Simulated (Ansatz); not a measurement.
The structure below was relaxed with PBEsol (Ansatz, a quantum-chemistry and plane-wave program), without spin-orbit coupling, earlier PAW set, at pressure 2.1 GPa.

```yaml
crystal:
  lattice:
    - [3.57424, 0.00000, 0.00000]
    - [0.00000, 3.57424, 0.00000]
    - [0.00000, 0.00000, 5.15107]
  atoms:
    - { symbol: Zr, position: [0.00000, 0.00000, 0.00000] }
    - { symbol: Zr, position: [0.50000, 0.50000, 0.50000] }
    - { symbol: O, position: [0.00000, 0.50000, 0.20376] }
    - { symbol: O, position: [0.00000, 0.50000, 0.70376] }
    - { symbol: O, position: [0.50000, 0.00000, 0.29624] }
    - { symbol: O, position: [0.50000, 0.00000, 0.79624] }
```

Problem. Find the space group and the Wyckoff positions.

Solution. Space group P4₂/nmc, origin choice 1 (No. 137); a = 3.574 Å, b = 3.574 Å, c = 5.151 Å, α = 90.00°, β = 90.00°, γ = 90.00°

| atom | site | symmetry | x | y | z |
|---|---|---|---|---|---|
| Zr | 2a | -4m2 | 0.0000 | 0.0000 | 0.0000 |
| O | 4d | 2mm. | 0.0000 | 0.5000 | 0.2038 |

Load acts through the strain it causes; cell and atoms are relaxed under it. No phonon test of stability was made. The cell was made from ZrO2 (space group P4_2/nmc, No. 137) by this change: pressure 2.1 GPa. This is not the structure that ZrO2 has at room temperature and ambient pressure.
